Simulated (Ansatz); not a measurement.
System: MnCl2 (R-3m, No. 166). Method: PBE0 (Ansatz, an electronic-structure program, PAW).

Settings: plane-wave cutoff 460 eV, 8×8×8 k mesh, Fermi–Dirac smearing 0.01 eV, spin-polarised start, scalar-relativistic PAW data made under PBE.

Cell (relaxed with PBEsol):

```xyz
3
Lattice="1.8178 1.0495 6.2585 -1.8178 1.0495 6.2585 0.0000 -2.0990 6.2585" Properties=species:S:1:pos:R:3 pbc="T T T"
Mn     0.0000     0.0000     0.0000
Cl     0.0000     0.0000    13.8935
Cl     0.0000     0.0000     4.8821
```

Question: Estimate the band gap, smallest direct gap on the k points sampled and direct gap at Γ that the calculation returns.

Answer: 
- band gap: 5.16 eV (on the SCF k mesh) (indirect)
- smallest direct gap on the k points sampled: 5.27 eV
- direct gap at Γ: 5.93 eV

Note: the magnetic order was assumed, not searched for or taken from measurement; the cell comes from a level without a dispersion term, which matters for the spacing of layers, chains or molecules; cell and atoms aren't relaxed at this level (largest force component 0.27 eV/Å, pressure 2.7 GPa); the cell has widely spaced layers and the level no dispersion term, so their spacing and the moduli can rest on weak binding.

Computed values are for the static lattice.

It cost about 18 core-minutes (a rough figure) of CPU time.
